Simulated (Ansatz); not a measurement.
**Several settings converged on HfZrCN (R3m, 4 atoms in the cell)**

```xyz
4
Lattice="1.6425 0.9483 5.3777 -1.6425 0.9483 5.3777 0.0000 -1.8966 5.3777" Properties=species:S:1:pos:R:3 pbc="T T T"
Zr     0.0000     0.0000     8.1377
Hf     0.0000     0.0000    16.1178
C      0.0000     0.0000     4.0666
N      0.0000     0.0000    12.0611
```

Base method: PBEsol, default PAW files made with PBE (plane waves; Ansatz, a program for electronic structure).

Base settings: basis.ecutwfc = 420 eV; kpoints.mp_grid.grid = 12 12 12; hamiltonian.xc = pbesol; hamiltonian.pseudopotentials = {kind: paw} (the program's default PAW files); scf.occupations.method = fermi_dirac; scf.occupations.width = 0.1 eV.

The count of work is k-points × plane waves × bands × iterations; it is no time. Core times come from one kind of shared machine, to one figure; runs under 30 s give none.

**The k-point mesh at a smearing width of 0.05 eV**

In this ladder: scf.occupations.width = 0.05 eV.

The second cell is the first with its lattice scaled by 0.98.

Only quantities that move along the ladder and can be compared are tabulated.

```tsv
kpoints.mp_grid.grid	free energy less the last step's (meV/atom)	energy of the compressed cell less the first (meV/atom)	pressure (GPa)	largest difference of a force vector from the last step's (eV/Å)	count of work / last
4 4 4	-6.50	-8.69	-9.09	0.297	0.0084
5 5 5	3.98	-8.27	-9.00	0.119	0.016
6 6 6	0.08	-8.10	-8.97	0.022	0.028
7 7 7	-1.73	-8.52	-9.04	0.006	0.038
9 9 9	2.04	-7.99	-8.95	0.015	0.074
13 13 13	0.34	-8.09	-8.97	0.007	0.20
19 19 19	-0.04	-8.13	-8.98	0.002	0.58
23 23 23	0.00	-8.13	-8.98	0.000	1.0
```

Coarsest kpoints.mp_grid.grid that holds the pressure within 0.05 GPa of the last step, with all finer ones: 9 9 9, at 0.074 of the last step's count of work; the step before is off by 0.06 GPa.

Coarsest kpoints.mp_grid.grid that holds the free energy within 1 meV/atom of the last step, with all finer ones: 13 13 13, at 0.20 of the last step's count of work; the step before is off by 2.0 meV/atom.

Coarsest kpoints.mp_grid.grid that holds the energy of the compressed cell less the first within 0.2 meV/atom of the last step, with all finer ones: 9 9 9, at 0.074 of the last step's count of work; the step before is off by 0.39 meV/atom.

The energy difference between the two cells stays within 1 meV/atom of the last step's from 4 4 4 on, the total only from 13 13 13 on: much of the error is common to both cells and cancels.

**The width of Gaussian smearing**

In this ladder: kpoints.mp_grid.grid = 20 20 20; scf.occupations.method = gaussian.

Narrow widths need finer meshes than wide ones, so the last steps can hold mesh noise.

Only quantities that move along the ladder and can be compared are tabulated; pressure and forces are left out, as mesh noise rules them at narrow widths.

| scf.occupations.width | free energy less the last step's (meV/atom) | energy extrapolated to zero width less the last step's (meV/atom) | core time / last (rough) |
|---|---|---|---|
| 1 eV | -59.76 | -1.68 | 1 |
| 0.5 eV | -15.30 | -0.14 | 1 |
| 0.3 eV | -5.40 | 0.08 | 1.0 |
| 0.2 eV | -2.28 | 0.06 | 1.0 |
| 0.1 eV | -0.44 | 0.01 | 1.0 |
| 0.05 eV | 0.00 | 0.00 | 1 |

Widest scf.occupations.width that holds the free energy within 5 meV/atom of the last step, with all finer ones: 0.2 eV; the step before is off by 5.4 meV/atom.

Widest scf.occupations.width that holds the energy extrapolated to zero width within 1 meV/atom of the last step, with all finer ones: 0.5 eV; the step before is off by 1.7 meV/atom.

The extrapolation to zero width removes most of the smearing's effect on the energy.

On the base run: the starting cell comes from a database of computed structures (which also holds hypothetical and non-ambient phases and stackings), without a prior relaxation at this level. Its lattice was rescaled by up to half a per cent. One atom was moved a little off its site on purpose. In the base run, with a pressure of about -9 GPa the cell is away from its equilibrium volume at this level. Ansatz's pressure includes its estimate of the finite-basis (Pulay) stress.

Left out of this page: 2 runs of the series outside the window shown, repeating another row's setting, or not comparable.

Keys are those of Ansatz 0.2.
